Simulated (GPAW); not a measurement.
Band structure of BaIn3Pt (I4mm, 5 atoms in the cell).

```
CELL_PARAMETERS angstrom
     -2.43916     2.43916     5.92728
      2.43916    -2.43916     5.92728
      2.43916     2.43916    -5.92728
ATOMIC_POSITIONS crystal
  Ba 0.99738 0.99738 0.00000
  In 0.73808 0.23808 0.50000
  In 0.23808 0.73808 0.50000
  In 0.39890 0.39890 0.00000
  Pt 0.62757 0.62757 0.00000
```

Level of theory: LDA (Perdew-Wang 92), GPAW PAW datasets LDA (gpaw-data 1.0.1) (plane waves; GPAW).

Settings: mode = pw; ecut = 600 eV; xc = LDA; kpts = 5 5 5; mesh shift (steps) = 0 0 0; occupations.name = methfessel-paxton; occupations.width = 0.05 eV; occupations.order = 0; nbands = -11; symmetry.symmorphic = false; symmetry.tolerance = 0.0005; maxiter = 150; bandpath_npoints = 40.

The starting cell comes from a database of computed structures (which also holds hypothetical and non-ambient phases and stackings), without a prior relaxation at this level. Its lattice was rescaled by a random factor within 2.5 % of one. Spin-orbit coupling is off. Spin polarisation is off.

Levels in eV from the Fermi level, bands 30 to 36:
| point | 30 | 31 | 32 | 33 | 34 | 35 | 36 |
|---|---|---|---|---|---|---|---|
| Γ | -1.92 | -0.90 | -0.50 | -0.50 | 1.43 | 1.98 | 1.98 |
| X | -2.33 | -2.03 | -1.18 | -0.94 | -0.81 | 2.63 | 3.61 |
| Y | -2.30 | -1.87 | -1.40 | -0.77 | -0.53 | 2.49 | 3.40 |
| S | -2.47 | -0.65 | -0.39 | 0.45 | 0.93 | 1.93 | 2.41 |
| Z | -0.77 | -0.77 | -0.64 | 1.44 | 1.61 | 2.05 | 2.05 |
| S1 | -2.47 | -0.65 | -0.39 | 0.45 | 0.93 | 1.93 | 2.41 |
| N | -2.12 | -1.88 | -0.17 | 0.94 | 1.16 | 1.62 | 1.88 |
| P | -2.17 | -2.17 | -1.00 | -0.87 | -0.87 | 1.67 | 3.65 |
| Y1 | -2.30 | -1.87 | -1.40 | -0.77 | -0.53 | 2.49 | 3.40 |

Bands cross the Fermi level along this path, so the cell is metallic at this level.
